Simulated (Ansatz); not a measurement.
Consider GaP in the zinc blende structure (space group F-43m, No. 216; a = 5.5064 Å).

(Cell as relaxed with PBE.)

Levels (all Ansatz, a first-principles code, PAW, earlier PAW set): PBE (420 eV, spin-orbit coupling left out); r2SCAN (500 eV, no spin-orbit coupling).

Each level relaxes its own structure.

```
base                      PBE    r2SCAN
-------------------  --------  --------
volume per atom      20.87 Å³  20.25 Å³
lattice parameter a  550.6 pm  545.2 pm
band gap              1.58 eV   1.85 eV
```

Modification: full substitution P → Sb, then cell and atoms are relaxed.

```csv
quantity,PBE,r2SCAN
band gap,zero,0.41 eV
volume per atom,30.00 Å³,28.84 Å³
```

They disagree on the band gap; PBE's volume per atom lies 1.16 Å³ above r2SCAN's (4.0 %). Neither level is exact; r2SCAN is the comparison here, not a measurement.

Spin-orbit coupling, missing from the scalar runs, can matter with Sb. Whether these cells are dynamically stable was not tested. All final runs are without spin polarisation. The zero or small gap of GaSb can change with the level of theory.
